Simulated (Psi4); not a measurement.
Psi4 1.11, B3LYP/def2-svpd: Ta(Cl)4(OH) ([OH][Ta]([Cl])([Cl])([Cl])[Cl]), 7 atoms. The geometry is a generated start, not checked to be a minimum at this level.

```json
{
  "task": "energy",
  "method": "b3lyp",
  "basis": "def2-svpd",
  "memory": "3 GB",
  "maxiter": "100",
  "keys_of_the_molecule_block": "symmetry c1",
  "scf_type": "df (default)",
  "guess": "auto, which took SAD (default)",
  "scf_initial_accelerator": "adiis (default)",
  "e_convergence": "1e-06 (default)",
  "d_convergence": "1e-06 (default)",
  "dft_radial_points": "75 (default)",
  "dft_spherical_points": "302 (default)",
  "effective_core_potentials": "those of the basis set, past Kr",
  "basis_functions": "174",
  "grid_points": "150152"
}
```

```xyz
7

Ta     0.1659     0.0787    -0.1457
Cl     1.8332    -0.3153     1.4533
Cl    -1.4898     0.3495    -1.7834
Cl     0.5966     2.2759    -0.1354
Cl     1.6080    -0.5078    -1.7461
O     -1.0297    -0.7187     0.9103
H     -1.6843    -1.1623     1.4471
```

Charge 0 and multiplicity 1 are set for this test and not shown to be the ground state.

One run each on 2 threads. Values of diis_max_vecs tried: 3, 6, 10 (default), 20.

Q: Predict the course of the SCF iterations along this series.

A: Fewest SCF iterations, within one of each other: 6 with 10, 10 (default) with 10, 20 with 10. The count rises to 24 at 3. All converge to one solution.

```csv
diis_max_vecs,SCF iterations,end
3,24,same solution
6,10,same solution
10 (default),10,same solution
20,10,same solution
```
